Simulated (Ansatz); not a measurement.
Response to strain in Hf

The reference is Hf in the hcp (Mg type) structure (space group P6_3/mmc, No. 194; a = 3.117 Å, c = 4.950 Å; relaxed with 0.1 eV smearing). Axes: x lies along a and z along c of the hexagonal cell.

Strains are applied to the cell and any free atomic positions relax; under biaxial strain the out-of-plane vector relaxes too.

Computed with LDA (Ansatz, a first-principles code, PAW, spin-orbit coupling left out).

Notes on the quantities. pressure: mean of the normal stresses, compression positive.

```tsv
variant	shortest interatomic distance	out-of-plane strain	pressure
base	3.060 Å	–	0.0 GPa
biaxial strain −2.50 %, plane normal [001], relaxed out of plane	3.039 Å	+2.05 %	3.6 GPa
biaxial strain −2.00 %, plane normal [001], relaxed out of plane	3.055 Å	+1.61 %	2.9 GPa
biaxial strain −1.50 %, plane normal [001], relaxed out of plane	3.068 Å	+1.18 %	2.2 GPa
biaxial strain −1.00 %, plane normal [001], relaxed out of plane	3.065 Å	+0.78 %	1.4 GPa
biaxial strain −0.50 %, plane normal [001], relaxed out of plane	3.063 Å	+0.38 %	0.7 GPa
biaxial strain +0.50 %, plane normal [001], relaxed out of plane	?	?	?
biaxial strain +1.00 %, plane normal [001], relaxed out of plane	3.056 Å	-0.74 %	-1.4 GPa
biaxial strain +2.00 %, plane normal [001], relaxed out of plane	3.053 Å	-1.45 %	-2.7 GPa
biaxial strain +2.50 %, plane normal [001], relaxed out of plane	3.051 Å	-1.81 %	-3.3 GPa
```

**Question.** Some entries are withheld; estimate them.

**Answer.** 
- biaxial strain +0.50 %, plane normal [001], relaxed out of plane, shortest interatomic distance: 3.058 Å
- biaxial strain +0.50 %, plane normal [001], relaxed out of plane, out-of-plane strain: -0.37 %
- biaxial strain +0.50 %, plane normal [001], relaxed out of plane, pressure: -0.7 GPa

Stability against distortions was not tested. The final runs are not spin-polarised.
